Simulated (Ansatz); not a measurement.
Given:

```
CELL_PARAMETERS angstrom
      0.00000     2.41837     2.41837
      2.41837     0.00000     2.41837
      2.41837     2.41837     0.00000
ATOMIC_POSITIONS crystal
  Cl 0.00000 0.00000 0.00000
  Li 0.50000 0.50000 0.50000
```

No spin polarisation.

Method: PBE (Ansatz, a first-principles code, PAW, spin-orbit coupling left out). k-mesh 11×11×11 (Γ-centred); smearing 0.05 eV (Fermi–Dirac).

### Question
Predict the smallest direct gap, band gap, gap character and electron mass.

### Answer
The smallest direct gap comes out as 7.24 eV and the band gap comes out as 6.89 eV. The gap character comes out as indirect, K–Γ (78 % along) → L and the electron mass is 1.1 mₑ along k, 0.31 mₑ across (at L).

Load acts through the strain it causes; cell and atoms are relaxed under it. Effective masses come from finite differences of ±0.01 Å⁻¹. Along k means along the line from Γ to the band edge. Stability against distortions was not tested. No other phases were tried under pressure. The cell was made from LiCl in the rock salt structure (space group Fm-3m, No. 225) by this change: pressure 9 GPa.
